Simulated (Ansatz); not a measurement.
rock salt MgS: quasi-harmonic values at 300 K, zero-point motion included, from Ansatz (plane waves, PAW) with several functionals, beside measured values. Phonon and k meshes: PBEsol 5×5×5 / 10×10×10; PBE 5×5×5 / 10×10×10.  Misses against the measured value stand in brackets.

| quantity | PBEsol | PBE | measured |
|---|---|---|---|
| lattice constant a (Å) | 5.212 (+0.2 %) | 5.263 (+1.2 %) | 5.203 |

Static volumes: PBEsol 17.39, PBE 17.88 Å³/atom. The lattice constant a rises with the volume in this order; PBEsol lies closest to the measured value, and PBE is high by 1.2 %.

These misses hold whatever the vibrational approximation and the meshes add; that part was not separated from the functional's.

Measured values: S. C. Rakesh Roshan, N. Yedukondalu, Rajmohan Muthaiah et al., ACS Applied Energy Materials (2021), arXiv:2110.13857.

The PAW data sets were generated under PBE and serve the other functionals too.

Ansatz is a quantum-chemistry and plane-wave program.
